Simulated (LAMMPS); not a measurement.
MD from the crystal across the composition of Al (fcc) with a share x of Al sites Cu; each row has its own temperature.

Method: classical MD, pair style adp, file AlCu.adp, run in LAMMPS.

```json
[
 {"x": "0.1", "volume": "15.97 ± 0.03 Å³/atom", "state": "solid that has left the starting structure; no diffusion seen in 30 ps", "enthalpy": "-3.2163 ± 0.0008 eV/atom", "T (K)": "680"},
 {"x": "0.25", "volume": "14.67 ± 0.05 Å³/atom", "state": "slow or partial motion within 30 ps, no clear phase", "enthalpy": "-3.286 ± 0.002 eV/atom", "T (K)": "730"},
 {"x": "0.5", "volume": "13.035 ± 0.008 Å³/atom", "state": "slow or partial motion within 30 ps, no clear phase", "enthalpy": "-3.3918 ± 0.0005 eV/atom", "T (K)": "800"},
 {"x": "0.75", "volume": "12.4762 ± 0.0005 Å³/atom", "state": "crystal; no diffusion seen in 30 ps", "enthalpy": "-3.4046 ± 0.0002 eV/atom", "T (K)": "880"},
 {"x": "0.9", "volume": "12.3710 ± 0.0007 Å³/atom", "state": "crystal; no diffusion seen in 30 ps", "enthalpy": "-3.3499 ± 0.0003 eV/atom", "T (K)": "920"}
]
```

Caution: the random arrangement on this lattice is imposed, and need not be a phase that exists in equilibrium.

Caution (row 0.25): enthalpy drifts during the constant-pressure average: a transition or slow ageing; fluctuation values are void.

Caution (rows 0.75; 0.9): a run this short can hold a crystal over, or a liquid under, the potential's own melting point, which these runs don't give.

States go by the mean squared displacement: a species diffuses where it passes 1.5 Å², still rises and gives D over 1e-6 cm²/s; a crystal has left its structure where atoms lie 0.35 Å off their sites on average or a cubic box changes its shape by 3 %, or the axial ratios of another lie 8 % off the starting cell's, which the potential's own relaxation can also do.

The ± values are statistical; the model's systematic error is not in them.
